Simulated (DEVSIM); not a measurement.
System: abrupt Si n-p junction, at 400 K.

Layer 1 from the left is Si, thickness (μm) 13.0, Nd (cm⁻³) 5.2e17, τn (s) 8.7e-5, τp (s) 8.7e-5. Layer 2 from the left is Si, thickness (μm) 26.0, Na (cm⁻³) 9.7e14, τn (s) 8.7e-5, τp (s) 8.7e-5.

Left contact: ohmic. Right contact: ohmic. Voltage is applied to the left contact. Recombination: SRH at mid-gap, radiative. Mobility is μmin + (μ − μmin)/(1 + (N/Nref)^α).

Constants are typed, rounded textbook-type inputs, not results; the design itself was drawn at random and stands for no fabricated device. Values at 300 K; Nc and Nv go as T^1.5, mobilities as T to minus their exponent, the gap by Varshni's rule with the affinity fixed.

Si: gap (eV) 1.124, affinity (eV) 4.05, permittivity 11.7, Nc (cm⁻³) 2.86e19, Nv (cm⁻³) 3.1e19, μn (cm²/Vs) 1417, μp (cm²/Vs) 470, μn,min 52, μp,min 45, Nref,n 9.7e16, Nref,p 2.2e17, αn 0.68, αp 0.72, T exponent of μn 2.3, T exponent of μp 2.2, B (cm³/s) 4.7e-15, Varshni α (eV/K) 0.000473, Varshni β (K) 636.

Q: Estimate by hand the built-in potential, the peak field at zero bias, and compare with a numerical solution.

A: 
- Built-in potential: ni = √(Nc Nv) exp(−Eg/2kT) = 5.68e12 cm⁻³ with Eg = 1.096 eV; Vbi = kT/q ln(Na Nd/ni²) = 0.571 V; numerical 0.571 V.
- Peak field at zero bias: depletion approximation: W = √(2εVbi/(qN)) = 0.873 μm with N = 9.68e14 cm⁻³; field = 2Vbi/W = 13100 V/cm; numerical 46200 V/cm (estimate below by 72 %).

Simulated with DEVSIM: 1D drift-diffusion, Boltzmann statistics, complete ionisation; no tunnelling, impact ionisation, image-force lowering or self-heating.
